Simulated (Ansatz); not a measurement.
The parent structure is MgSe in the rock salt structure (space group Fm-3m, No. 225; a = 5.4498 Å).

Perturbation: a negative pressure, −1 GPa.

Levels (all Ansatz, a quantum-chemistry and plane-wave program, PAW): PBEsol (420 eV, spin-orbit coupling left out); r2SCAN (500 eV, spin-orbit coupling left out); HSE06 (420 eV, spin-orbit coupling left out).

One geometry, relaxed with PBEsol, under each level:

Notes on the quantities. hole mass: degenerate bands, along [100].

```tsv
level	band gap	lowest conduction level above the VBM at special points	electron mass	hole mass	pressure
PBEsol	1.75 eV	X 1.75 eV; Γ 2.40 eV; K 2.98 eV; U 2.98 eV	0.48 mₑ along k, 0.23 mₑ across (at X)	0.16, 0.79, 0.79 mₑ (at Γ)	-1.01 GPa
r2SCAN	2.47 eV	X 2.47 eV; Γ 3.41 eV; K 3.69 eV; U 3.69 eV	0.48 mₑ along k, 0.25 mₑ across (at X)	0.20, 0.80, 0.80 mₑ (at Γ)	-0.24 GPa
HSE06	2.65 eV	X 2.65 eV; Γ 3.50 eV; K 3.93 eV	–	–	–
```

Single points use the geometry relaxed with PBEsol. Their cutoffs differ, which shifts pressures a little. HSE06 gaps are upper bounds (no full band path). Load acts through the strain it causes; cell and atoms are relaxed under it. Masses are band curvatures over ±0.01 Å⁻¹ around the edge. Along k means along the line from Γ to the band edge. Whether these cells are dynamically stable was not tested.
